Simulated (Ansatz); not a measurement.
## Ti in the hcp (Mg type) structure (space group P6_3/mmc, No. 194)

Ti has the hexagonal space group P6₃/mmc (No. 194), the hcp (Mg type) structure, Pearson symbol hP2. Cell: a = 2.864 Å, b = 2.864 Å, c = 4.534 Å, α = 90.00°, β = 90.00°, γ = 120.00°. Ti on 2c is surrounded by 12 Ti at 2.806–2.864 Å (anticuboctahedral). (Neighbours: up to the widest gap in distance over summed covalent radii, below 1.35, at either atom.)

Computed with Ansatz (a quantum-chemistry and plane-wave program) LDA, without spin-orbit coupling. Γ-centred 19×19×10 mesh, Fermi–Dirac width 0.05 eV.

| Item | Value |
|---|---|
| Volume per atom | 16.11 Å³ |
| Density | 4.93 g/cm³ |
| Band gap | zero |
| Total energy | -2450.301 eV/atom (σ→0; compares only within this code and set-up) |

Stability against distortions was not tested. All final runs are without spin polarisation.
